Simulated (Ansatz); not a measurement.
**MnP-type NiSi (1 0 0) on silicon (0 0 1), half a monolayer of S at both interfaces (film strained to the substrate, faces as cut)**

A periodic stack without vacuum, MnP-type NiSi (1 0 0) on silicon (0 0 1), half a monolayer of S at both interfaces (film strained to the substrate, faces as cut): substrate slab Si72, film Ni40Si30S6, surface cells [[0, -1], [6, 2]] and [[0, -1], [5, -1]], film strained by -2.6 and -2.4 %, faces Si/Si and Ni/Ni as cut (like faces can put a slab off its formula).

The start was prepared with a machine-learned potential, and the result is one local minimum, with the in-plane cell held and forces under 0.04 eV/Å; the film can end far from its bulk form.

Method: PBE (plane waves to 420 eV, PAW; Ansatz, a program for electronic structure). Spin–orbit coupling is left out; the runs are not spin-polarised; PBE gaps are too small against experiment. Its k-point mesh 5×2×1, Fermi–Dirac width 0.05 eV.

interface area: 89.8 Å²
period: 26.85 Å
gaps between the outermost planes at the two interfaces: 0.83 and 0.18 Å
Ni–Si contacts across the interfaces within 1.22 times the sum of covalent radii: 28, mean 2.46 Å
S–Si contacts across the interfaces within 1.22 times the sum of covalent radii: 4, mean 2.31 Å
Si–Si contacts across the interfaces within 1.22 times the sum of covalent radii: 1, mean 2.71 Å
hole barrier (PBE, at the middle of a substrate layer that carries a field): 0.09 eV
electron barrier (PBE, at the middle of a substrate layer that carries a field): 0.52 eV
slope of the mean potential energy in the substrate: +2.3 MV/cm × e

```yaml
crystal:
  lattice:
    - [5.46621, -0.00310, -0.20893]
    - [5.45691, 16.39928, -0.72188]
    - [-1.60582, 1.33969, 26.90367]
  atoms:
    - { symbol: Si, position: [0.01484, 0.98016, 0.05609] }
    - { symbol: Si, position: [0.36082, 0.13964, 0.04645] }
    - { symbol: Si, position: [0.72729, 0.30832, 0.05386] }
    - { symbol: Si, position: [0.98345, 0.48775, 0.03679] }
    - { symbol: Si, position: [0.31654, 0.64285, 0.03835] }
    - { symbol: Si, position: [0.64590, 0.80882, 0.05466] }
    - { symbol: Si, position: [0.25638, 0.02693, 0.99945] }
    - { symbol: Si, position: [0.57292, 0.21873, 0.00256] }
    - { symbol: Si, position: [0.84746, 0.38362, 0.99270] }
    - { symbol: Si, position: [0.98748, 0.59959, 0.98051] }
    - { symbol: Si, position: [0.49331, 0.72847, 0.99480] }
    - { symbol: Si, position: [0.68000, 0.92924, 0.02387] }
    - { symbol: Si, position: [0.56469, 0.97489, 0.15154] }
    - { symbol: Si, position: [0.90858, 0.14476, 0.15382] }
    - { symbol: Si, position: [0.24526, 0.31258, 0.14787] }
    - { symbol: Si, position: [0.55901, 0.47504, 0.14651] }
    - { symbol: Si, position: [0.88483, 0.63870, 0.14555] }
    - { symbol: Si, position: [0.21769, 0.80209, 0.15311] }
    - { symbol: Si, position: [0.70922, 0.06548, 0.10404] }
    - { symbol: Si, position: [0.07608, 0.22163, 0.10232] }
    - { symbol: Si, position: [0.36470, 0.39868, 0.09152] }
    - { symbol: Si, position: [0.67906, 0.55994, 0.09216] }
    - { symbol: Si, position: [0.03274, 0.72366, 0.09621] }
    - { symbol: Si, position: [0.35373, 0.89006, 0.10668] }
    - { symbol: Si, position: [0.11551, 0.96960, 0.25181] }
    - { symbol: Si, position: [0.45353, 0.14182, 0.25134] }
    - { symbol: Si, position: [0.78718, 0.30867, 0.25261] }
    - { symbol: Si, position: [0.11506, 0.47232, 0.25058] }
    - { symbol: Si, position: [0.44482, 0.63457, 0.25089] }
    - { symbol: Si, position: [0.77721, 0.80215, 0.25227] }
    - { symbol: Si, position: [0.26194, 0.05635, 0.20324] }
    - { symbol: Si, position: [0.59595, 0.22901, 0.20159] }
    - { symbol: Si, position: [0.92369, 0.39100, 0.19838] }
    - { symbol: Si, position: [0.24872, 0.55564, 0.19761] }
    - { symbol: Si, position: [0.58997, 0.71880, 0.20058] }
    - { symbol: Si, position: [0.91582, 0.88769, 0.20246] }
    - { symbol: Si, position: [0.66015, 0.96963, 0.35108] }
    - { symbol: Si, position: [0.00943, 0.13506, 0.35209] }
    - { symbol: Si, position: [0.33053, 0.30576, 0.35403] }
    - { symbol: Si, position: [0.67368, 0.46859, 0.35582] }
    - { symbol: Si, position: [0.99497, 0.63395, 0.35456] }
    - { symbol: Si, position: [0.33819, 0.79735, 0.35291] }
    - { symbol: Si, position: [0.81022, 0.05437, 0.30164] }
    - { symbol: Si, position: [0.14638, 0.22257, 0.30261] }
    - { symbol: Si, position: [0.47510, 0.38978, 0.30314] }
    - { symbol: Si, position: [0.80711, 0.55182, 0.30256] }
    - { symbol: Si, position: [0.14005, 0.71681, 0.30242] }
    - { symbol: Si, position: [0.47098, 0.88443, 0.30262] }
    - { symbol: Si, position: [0.20881, 0.96076, 0.44977] }
    - { symbol: Si, position: [0.56509, 0.13596, 0.45259] }
    - { symbol: Si, position: [0.88207, 0.29528, 0.45591] }
    - { symbol: Si, position: [0.23462, 0.46775, 0.45963] }
    - { symbol: Si, position: [0.53998, 0.63114, 0.45952] }
    - { symbol: Si, position: [0.88996, 0.80054, 0.45353] }
    - { symbol: Si, position: [0.36434, 0.05046, 0.40457] }
    - { symbol: Si, position: [0.69749, 0.21871, 0.40046] }
    - { symbol: Si, position: [0.03193, 0.38477, 0.40897] }
    - { symbol: Si, position: [0.35963, 0.55082, 0.40520] }
    - { symbol: Si, position: [0.69037, 0.71460, 0.40737] }
    - { symbol: Si, position: [0.01895, 0.88151, 0.39897] }
    - { symbol: Si, position: [0.65961, 0.98925, 0.54322] }
    - { symbol: Si, position: [0.24275, 0.09254, 0.54630] }
    - { symbol: Si, position: [0.33793, 0.31394, 0.55809] }
    - { symbol: Si, position: [0.91285, 0.42699, 0.55580] }
    - { symbol: Si, position: [0.96307, 0.66425, 0.55797] }
    - { symbol: Si, position: [0.52105, 0.78201, 0.55824] }
    - { symbol: Si, position: [0.92216, 0.04618, 0.50125] }
    - { symbol: Si, position: [0.25288, 0.21188, 0.50461] }
    - { symbol: Si, position: [0.59181, 0.37581, 0.51101] }
    - { symbol: Si, position: [0.91302, 0.54802, 0.50980] }
    - { symbol: Si, position: [0.23039, 0.72010, 0.51060] }
    - { symbol: Si, position: [0.56700, 0.87985, 0.50124] }
    - { symbol: Ni, position: [0.14318, 0.09519, 0.72341] }
    - { symbol: Ni, position: [0.92315, 0.30605, 0.73225] }
    - { symbol: Ni, position: [0.74929, 0.47973, 0.72785] }
    - { symbol: Ni, position: [0.54489, 0.68417, 0.72835] }
    - { symbol: Ni, position: [0.34504, 0.88325, 0.72078] }
    - { symbol: Ni, position: [0.21213, 0.10499, 0.62951] }
    - { symbol: Ni, position: [0.00856, 0.30004, 0.62532] }
    - { symbol: Ni, position: [0.81194, 0.48276, 0.63110] }
    - { symbol: Ni, position: [0.64270, 0.67865, 0.62247] }
    - { symbol: Ni, position: [0.40297, 0.87569, 0.62620] }
    - { symbol: Ni, position: [0.70148, 0.98907, 0.63009] }
    - { symbol: Ni, position: [0.50248, 0.22462, 0.63260] }
    - { symbol: Ni, position: [0.27015, 0.39174, 0.63014] }
    - { symbol: Ni, position: [0.12406, 0.59787, 0.63450] }
    - { symbol: Ni, position: [0.89266, 0.77975, 0.62661] }
    - { symbol: Ni, position: [0.87234, 0.98903, 0.72334] }
    - { symbol: Ni, position: [0.65854, 0.20121, 0.73141] }
    - { symbol: Ni, position: [0.46411, 0.39415, 0.73519] }
    - { symbol: Ni, position: [0.27648, 0.58351, 0.73264] }
    - { symbol: Ni, position: [0.07672, 0.78302, 0.72852] }
    - { symbol: Si, position: [0.54070, 0.10120, 0.68583] }
    - { symbol: Si, position: [0.29320, 0.30163, 0.69451] }
    - { symbol: Si, position: [0.12194, 0.48981, 0.69002] }
    - { symbol: Si, position: [0.91752, 0.68449, 0.69236] }
    - { symbol: Si, position: [0.72330, 0.88376, 0.68674] }
    - { symbol: Si, position: [0.12697, 0.99376, 0.65925] }
    - { symbol: Si, position: [0.92402, 0.20619, 0.67327] }
    - { symbol: Si, position: [0.66960, 0.38758, 0.66224] }
    - { symbol: Si, position: [0.53986, 0.58521, 0.67266] }
    - { symbol: Si, position: [0.30983, 0.77252, 0.66140] }
    - { symbol: Ni, position: [0.26702, 0.07015, 0.91779] }
    - { symbol: Ni, position: [0.01389, 0.28529, 0.92357] }
    - { symbol: Ni, position: [0.81939, 0.50047, 0.94023] }
    - { symbol: Ni, position: [0.65918, 0.68446, 0.92430] }
    - { symbol: Ni, position: [0.46773, 0.88963, 0.91309] }
    - { symbol: Ni, position: [0.31286, 0.08869, 0.81930] }
    - { symbol: Ni, position: [0.11533, 0.29163, 0.83052] }
    - { symbol: Ni, position: [0.91732, 0.49530, 0.83657] }
    - { symbol: Ni, position: [0.73094, 0.67621, 0.82841] }
    - { symbol: Ni, position: [0.51986, 0.88560, 0.81575] }
    - { symbol: Ni, position: [0.79215, 0.98660, 0.81848] }
    - { symbol: Ni, position: [0.59136, 0.19037, 0.82738] }
    - { symbol: Ni, position: [0.38556, 0.39595, 0.83884] }
    - { symbol: Ni, position: [0.19487, 0.58451, 0.83123] }
    - { symbol: Ni, position: [0.00533, 0.77992, 0.82709] }
    - { symbol: Ni, position: [0.99239, 0.97707, 0.92397] }
    - { symbol: Ni, position: [0.77019, 0.17544, 0.92966] }
    - { symbol: Ni, position: [0.53595, 0.39117, 0.93056] }
    - { symbol: Ni, position: [0.35346, 0.60750, 0.94698] }
    - { symbol: Ni, position: [0.19891, 0.78386, 0.92430] }
    - { symbol: Si, position: [0.64666, 0.08069, 0.87671] }
    - { symbol: Si, position: [0.43702, 0.28166, 0.89378] }
    - { symbol: Si, position: [0.20912, 0.50602, 0.90567] }
    - { symbol: Si, position: [0.03084, 0.68544, 0.89281] }
    - { symbol: Si, position: [0.83765, 0.88676, 0.87536] }
    - { symbol: Si, position: [0.89981, 0.09206, 0.78611] }
    - { symbol: Si, position: [0.69847, 0.29741, 0.79861] }
    - { symbol: Si, position: [0.52309, 0.48821, 0.79726] }
    - { symbol: Si, position: [0.31865, 0.68122, 0.79331] }
    - { symbol: Si, position: [0.10904, 0.88351, 0.78546] }
    - { symbol: Si, position: [0.20809, 0.98353, 0.85554] }
    - { symbol: Si, position: [0.01866, 0.18309, 0.86679] }
    - { symbol: Si, position: [0.80309, 0.39454, 0.87226] }
    - { symbol: Si, position: [0.58151, 0.58554, 0.87391] }
    - { symbol: Si, position: [0.43325, 0.78494, 0.86095] }
    - { symbol: Si, position: [0.48523, 0.98850, 0.75406] }
    - { symbol: Si, position: [0.27667, 0.19792, 0.76356] }
    - { symbol: Si, position: [0.10208, 0.39572, 0.77249] }
    - { symbol: Si, position: [0.89745, 0.58067, 0.76536] }
    - { symbol: Si, position: [0.70109, 0.78174, 0.76149] }
    - { symbol: S, position: [0.99472, 0.88370, 0.59335] }
    - { symbol: S, position: [0.46916, 0.58109, 0.58964] }
    - { symbol: S, position: [0.85385, 0.20331, 0.58927] }
    - { symbol: S, position: [0.27435, 0.33359, 0.97371] }
    - { symbol: S, position: [0.64955, 0.07197, 0.95674] }
    - { symbol: S, position: [0.87034, 0.87127, 0.95760] }
```
